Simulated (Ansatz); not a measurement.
Consider BN (space group P6_3/mmc, No. 194; layered, stacked along the Cartesian z axis).

```
CELL_PARAMETERS angstrom
      2.50644     0.00000     0.00000
     -1.25322     2.17064     0.00000
      0.00000     0.00000     6.61468
ATOMIC_POSITIONS crystal
  B  0.66667 0.33333 0.75000
  B  0.33333 0.66667 0.25000
  N  0.33333 0.66667 0.75000
  N  0.66667 0.33333 0.25000
```

All numbers come from PBE-D3(BJ), PAW, 420 eV (Ansatz, a program for electronic structure; without spin-orbit coupling).

Base values:

| Quantity | Value |
|---|---|
| Smallest direct gap | 4.64 eV |
| Pressure | 0.00 GPa |

Now apply this change: every lattice vector is shortened by 2.40 %, atoms relaxed at fixed cell.

Task: What happens to the smallest direct gap and pressure?

Result: The smallest direct gap grows by 0.157 eV to 4.79 eV; the pressure (mean of the normal stresses, compression positive) goes from zero to 20.16 GPa.

The cells carry an imposed strain or load. Whether these cells are dynamically stable was not tested.
